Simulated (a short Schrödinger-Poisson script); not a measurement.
From a short Schrödinger-Poisson script (our own, NumPy): one-band effective-mass equation with BenDaniel-Duke matching, electrons, heavy and light holes apart, hard walls at the outer ends, one valence edge for both holes (no strain splitting), no charge, excitons, band mixing or non-parabolicity; under a field the levels are quasi-bound states of a box, listed while three quarters of their weight lies within 4 nm of the wells.

Structure: single In0.4Ga0.6N/GaN quantum well.

From the first side: 12 nm GaN; 3 nm In0.4Ga0.6N, built-in field 4700 kV/cm; 12 nm GaN.

The device is made up for the run: typed textbook-type constants, with dimensions and the other settings drawn at random. In0.4Ga0.6N: direct gap (eV) 2.014, conduction-band edge (eV) 0, electron mass (mₑ) 0.148, heavy-hole mass 1.7, light-hole mass 0.3. GaN: direct gap (eV) 3.43, conduction-band edge (eV) 0.991, electron mass (mₑ) 0.2, heavy-hole mass 1.9, light-hole mass 0.33.

The valence-band edge of each layer lies one gap below its conduction-band edge. The electron's potential energy rises along the stack by the applied field and, inside the well alone, by the built-in field (unscreened; none in the barriers). Mesh 0.03 nm at interfaces.

Problem. Give the shift of e1-hh1 at 285 kV/cm (meV); the e1-hh1 transition at zero applied field (eV); the squared e1-hh1 overlap at zero applied field.

Solution. shift of e1-hh1 at 285 kV/cm (meV): -62.5; e1-hh1 transition at zero applied field (eV): 1.489; squared e1-hh1 overlap at zero applied field: 0.01. Excitons, screening of the built-in field, fields in the barriers and alloy fluctuations are left out, and strain enters only through the typed gaps and offsets, so measured lines lie elsewhere.
